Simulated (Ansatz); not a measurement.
The reference is Al in the fcc (Cu type) structure (space group Fm-3m, No. 225; relaxed with 0.1 eV smearing).

```xyz
1
Lattice="0.0000 1.9962 1.9962 1.9962 0.0000 1.9962 1.9962 1.9962 0.0000" Properties=species:S:1:pos:R:3 pbc="T T T"
Al     0.0000     0.0000     0.0000
```

Cartesian axes are those of the cell as printed.

All numbers come from plane-wave PAW DFT at the r2SCAN level (Ansatz, a program for electronic structure, 500 eV), spin-orbit coupling left out, earlier PAW set.

Strains are applied to the cell and any free atomic positions relax; under biaxial strain the out-of-plane vector relaxes too.

One change was made to it. Results:

```tsv
quantity	base	after
pressure	0.0 GPa	3.3 GPa
energy relative to the base (free energy F)	0 meV/atom	+5.1 meV/atom
```

### Question
Which of these changes matches the shifts?
(A) isotropic strain −1.09 %
(B) biaxial strain −0.47 %, plane normal [001], relaxed out of plane
(C) uniaxial strain ε_xx = +1.24 %

### Answer
A, isotropic strain −1.09 %. For comparison, the energy relative to the base in the other runs: biaxial strain −0.47 %, plane normal [001], relaxed out of plane gives +0.3 meV/atom; uniaxial strain ε_xx = +1.24 % gives +1.0 meV/atom.

No phonon test of stability was made.
